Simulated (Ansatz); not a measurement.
**Functionals side by side, with their cost (level): Rb3Br2Cl (I4/mmm, 6 atoms in the cell)**

```
CELL_PARAMETERS angstrom
     -2.37296     2.37296    10.04467
      2.37296    -2.37296    10.04467
      2.37296     2.37296   -10.04467
ATOMIC_POSITIONS crystal
  Rb 0.66364 0.66364 0.00000
  Rb 0.33636 0.33636 0.00000
  Rb 0.00000 0.00000 0.00000
  Br 0.83310 0.83310 0.00000
  Br 0.16690 0.16690 0.00000
  Cl 0.50000 0.50000 0.00000
```

Program: Ansatz (a quantum-chemistry and plane-wave program), default PAW files; each row names its functional.

Base settings: basis.ecutwfc = 420 eV; kpoints.mp_grid.grid = 3 3 3; hamiltonian.xc = pbe0; hamiltonian.pseudopotentials = {kind: paw}, with the files named one by one; scf.occupations.method = fixed.

Differences are taken from PBE0, a reference of convenience: it is no measurement, and no ranking of the functionals follows. Where a row names another cutoff or potentials, its difference holds that change too.

Core times come from one kind of shared machine and are given to one figure; runs under 30 s give none.

The starting cell comes from a database of computed structures (which also holds hypothetical and non-ambient phases and stackings), without a prior relaxation at this level. Its lattice was rescaled by a random factor within 2.5 % of one. Ansatz's pressure includes its estimate of the finite-basis (Pulay) stress.

| level | gap on the mesh less reference (eV) | pressure less reference (GPa) | core time / reference (rough) |
|---|---|---|---|
| PBEsol (hamiltonian.pseudopotentials: {kind: paw}, with the files named one by one → {kind: paw} (the program's default PAW files)) | -2.051 | -0.87 | – |
| HSE06 | -0.722 | 0.03 | 0.9 |
| PBE0 | 0.000 | 0.00 | 1 |

PBEsol (hamiltonian.pseudopotentials: {kind: paw}, with the files named one by one → {kind: paw} (the program's default PAW files)) ran in under 30 s, against roughly 200 s for PBE0.

Keys are those of Ansatz 0.2.
